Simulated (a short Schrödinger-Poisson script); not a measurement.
Stack: MOS inversion layer, SiO2 on p-type Si(100), at 300 K.

From the gate side: 1.9 nm SiO2; 210 nm Si, acceptors 4.1e18 cm⁻³.

The device is made up for the run: typed textbook-type constants, with dimensions and the other settings drawn at random. SiO2: permittivity 3.9, conduction-band edge (eV) 3.15, gap (eV) 9, electron mass (mₑ) 0.5. Si: permittivity 11.7, conduction-band edge (eV) 0, gap (eV) 1.124, Nv at 300 K (cm⁻³) 3.1e19.

Channel valleys (confinement mass, in-plane density-of-states mass, number): Δ2 0.916, 0.19, 2; Δ4 0.19, 0.417, 4. At the gate the conduction-band edge of layer 1 lies 3.66 eV − eVg above the Fermi level of the channel; the field vanishes at the back. Gaps are held at their typed values at every temperature. Mesh 0.03 nm at interfaces.

From a short Schrödinger-Poisson script (our own, NumPy): 1D Poisson equation in equilibrium, electrons quantum, Hartree (BenDaniel-Duke, 12 states a valley, the channel's in-plane mass for all, wave functions free to enter the dielectric), parabolic valleys, classical holes, full ionisation, no traps, pinning or gate leakage.

| Vg (V) | electrons (cm⁻²) | C (μF/cm²) | Δ2 E0 (meV from the Fermi level) | Δ4 E0 (meV from the Fermi level) |
|---|---|---|---|---|
| 1.2 | 1.18e10 | 0.467 | 154.5 | 246.3 |
| 1.3 | 1.35e11 | 0.740 | 90.9 | 184.7 |
| 1.4 | 5.98e11 | 1.14 | 51.0 | 146.6 |
| 1.5 | 1.31e12 | 1.33 | 28.7 | 125.9 |
| 1.6 | 2.13e12 | 1.41 | 13.9 | 112.6 |
| 1.7 | 3.00e12 | 1.46 | 2.5 | 102.7 |
| 1.8 | 3.90e12 | 1.48 | -6.9 | 94.8 |
| 1.9 | 4.82e12 | 1.50 | -15.0 | 88.1 |
| 2 | 5.75e12 | 1.52 | -22.3 | 82.1 |
| 2.1 | 6.69e12 | 1.53 | -29.0 | 76.8 |
| 2.2 | 7.64e12 | 1.54 | -35.2 | 72.0 |
| 2.3 | 8.60e12 | 1.55 | -41.1 | 67.5 |
| 2.4 | 9.56e12 | 1.56 | -46.6 | 63.3 |
| 2.5 | 1.05e13 | 1.56 | -51.9 | 59.3 |
| 2.6 | 1.15e13 | 1.57 | -57.0 | 55.6 |

Gate voltages with under 1e9 electrons/cm² are left out.

At Vg = 2.6 V the lowest Δ2 subband lies at -57.0 meV from the Fermi level. How many electrons does it hold, and what share of all?

The two-dimensional density of states is g m/(πħ²) = 1.59e11 cm⁻² meV⁻¹ (both spins), kT = 25.9 meV, so n = D kT ln(1 + exp(−E/kT)) = 9.47e12 cm⁻², 0.82 of the 1.15e13 cm⁻² in all.

Compare the slope of the sheet density between 2.4 and 2.6 V with the geometric capacitance of the layers between gate and channel.

q Δn/ΔV = 1.55 μF/cm²; ε0/Σ(t/ε) = 1.82 μF/cm². The ratio is 0.86: the channel acts as a further capacitance in series.
